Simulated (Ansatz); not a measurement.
The reference is a 16-atom supercell of AlV2C (space group P6_3/mmc, No. 194; a = 2.878 Å, c = 13.025 Å) at its relaxed geometry.

Computed with PBEsol, PAW, 420 eV (Ansatz, a program for electronic structure; no spin-orbit coupling).

For the base:

| Quantity | Value |
|---|---|
| Mean distance from the defect site to its nearest host atoms | 2.00 Å |

The change: one V atom is replaced by Al, atoms relaxed at fixed cell, starting from a slightly rattled geometry.

Tabulated Pauling electronegativity and covalent radius: V 1.63, 1.53 Å; Al 1.61, 1.21 Å.

Task: Predict the new mean distance from the defect site to its nearest host atoms and largest displacement of a host atom from its site in the perfect cell.

Result: The mean distance from the defect site to its nearest host atoms rises by 0.04 Å to 2.04 Å; the largest displacement of a host atom from its site in the perfect cell comes out as 0.08 Å.

Other magnetic orders, which the real material may have, were not ruled out. The cell is small, so the values are those of an ordered compound at a high defect concentration; dilute-limit values will differ. Starting moments died away, wholly or in part, for Al on a V site (antisite) and the base; another magnetic solution may exist. Spin-polarised in the final run: Al on a V site (antisite); the other runs are not. The defect cell is spin-polarised and ends with 0.0 μB.
